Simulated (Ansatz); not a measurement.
Consider MoTe2 in the 2H-MoS2 type structure (space group P6_3/mmc, No. 194; a = 3.4967 Å, c = 13.6973 Å; layered, stacked along the Cartesian z axis).

Now apply this change: the cell is scaled by 1.0059 in all directions, atoms relaxed at fixed cell.

Levels (all Ansatz, an electronic-structure program, PAW, earlier PAW set): PBE-D3(BJ) (420 eV, no spin-orbit coupling); r2SCAN (500 eV, scalar-relativistic without spin-orbit coupling); HSE06 (420 eV, without spin-orbit coupling); PBE+SOC (420 eV, with spin-orbit coupling).

One geometry, relaxed with PBE-D3(BJ), under each level:

The valence-band top lists the three highest levels at Γ (Kramers pairs under SOC), from the VBM.

| level | band gap | lowest conduction level above the VBM at special points | valence-band top at Γ |
|---|---|---|---|
| PBE-D3(BJ) | 0.63 eV | K 0.94 eV; H 0.95 eV; M 1.22 eV; L 1.25 eV | 0.00, -0.21, -1.04 eV |
| r2SCAN | 0.74 eV | K 1.02 eV; H 1.03 eV; M 1.30 eV; L 1.33 eV | – |
| HSE06 | 1.01 eV | K 1.36 eV; H 1.37 eV; M 1.68 eV; Γ 3.39 eV | – |
| PBE+SOC | 0.62 eV | K 0.90 eV; H 0.91 eV; M 1.19 eV; L 1.22 eV | 0.00, -0.27, -0.94 eV |

Single points use the geometry relaxed with PBE-D3(BJ). The hybrid gap comes from the SCF mesh plus the semilocal run's edge points and a few special points and is an upper bound. Differences between runs with and without spin-orbit coupling are approximate. Spin-orbit coupling, missing from the scalar runs, can matter with Te. The cells carry an imposed strain or load. Stability against distortions was not tested. The program warned that a D3 coordination switch lies within reach, so dispersion energies are less smooth here.
